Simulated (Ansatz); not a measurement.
Input:

```xyz
2
Lattice="0.0000 3.1792 3.1792 3.1792 0.0000 3.1792 3.1792 3.1792 0.0000" Properties=species:S:1:pos:R:3 pbc="T T T"
Cl     1.5896     1.5896     1.5896
Tm     0.0000     0.0000     0.0000
```

Spin-polarised, with starting moments of sign Cl0 Tm+.

All numbers come from Ansatz (a first-principles code) r2SCAN, without spin-orbit coupling. k-mesh 13×13×13 (Γ-centred); smearing 0.05 eV (Fermi–Dirac).

Problem. Predict the largest site moment and space group.

Solution. The largest site moment comes out as 1.01 μB and the space group is F-43m (No. 216).

Other magnetic orders, which the real material may have, were not ruled out. Open 4f shells without U are poorly described, and the f state was not checked. Whether these cells are dynamically stable was not tested. No Hubbard U is applied, and correlation can decide whether such a compound is a metal. The cell was made from NaCl by this change: Na → Tm; the result is a hypothetical phase, not in the database extracts checked.
